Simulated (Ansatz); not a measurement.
**CaO under a change: 2 layers**

Take CaO in the rock salt structure (space group Fm-3m, No. 225; a = 4.795 Å) as the base. Axes: x, y, z lie along the cube axes.

One thing is altered: a free-standing slab of 2 layers (4 atoms, 2 a layer) is cut normal to the z axis, with 15 Å of vacuum and the in-plane cell held at bulk.

Calculations: DFT with r2SCAN, PAW potentials and a 500 eV plane-wave cutoff in Ansatz (a program for electronic structure), no SOC. Γ-centred 10×10×1 mesh, Fermi–Dirac width 0.05 eV, for the changed cell.

| quantity | base | changed | shift |
|---|---|---|---|
| layer's space group (with vacuum) | – | P4/nmm (No. 129) | – |
| shortest interatomic distance | 2.397 Å | 2.299 Å | -0.098 Å |
| band gap | 4.20 eV | 3.11 eV | -1.09 eV |
| gap character | – | direct at Γ | – |
| valence-band top at Γ (three highest levels, from the VBM) | 0.00, 0.00, 0.00 eV | 0.00, 0.00, -0.27 eV | – |
| excess energy per area of both faces (slab less bulk energy over the cell's area: twice a surface energy) | – | 1.54 J/m² | – |
| thickness between the outermost nuclei | – | 2.34 Å | – |

The excess energy carries the mismatch between the slab's and the bulk's meshes. No phonon test of stability was made. k-point labels follow each cell's own Brillouin zone.
